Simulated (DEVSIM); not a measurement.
Structure: Schottky contact on n-type Ge, at 300 K.

Layer 1 from the left is Ge, thickness (μm) 4.10, Nd (cm⁻³) 2.6e17, τn (s) 2.1e-5, τp (s) 2.1e-5.

Left contact: Schottky, work function 4.55 eV, emission velocity 1.1e7 cm/s. Right contact: ohmic. Voltage is applied to the left contact. Recombination: SRH at mid-gap, radiative, Auger. Mobility is constant in doping.

This is a model device: material constants are rounded textbook-type values typed into the input, and sizes, dopings and lifetimes were drawn at random. Values at 300 K.

Ge: gap (eV) 0.664, affinity (eV) 4, permittivity 16, Nc (cm⁻³) 1.04e19, Nv (cm⁻³) 6e18, μn (cm²/Vs) 3900, μp (cm²/Vs) 1900, B (cm³/s) 6.4e-14, Cn (cm⁶/s) 1e-31, Cp (cm⁶/s) 1e-31.

DEVSIM, 1D drift-diffusion, Boltzmann statistics, complete ionisation; no tunnelling, impact ionisation, image-force lowering or self-heating. Metal contacts follow the ideal Schottky-Mott rule: no Fermi-level pinning, no interface dipoles.

### Question
What does the simulation give for the dark forward voltage at 1 A/cm², the potential step across the device at zero bias, the dark forward voltage at 100 A/cm², the largest field in the device at zero bias?

### Answer
dark forward voltage at 1 A/cm² 0.119 V; potential step across the device at zero bias 0.455 V; dark forward voltage at 100 A/cm² 0.238 V; largest field in the device at zero bias 160000 V/cm.
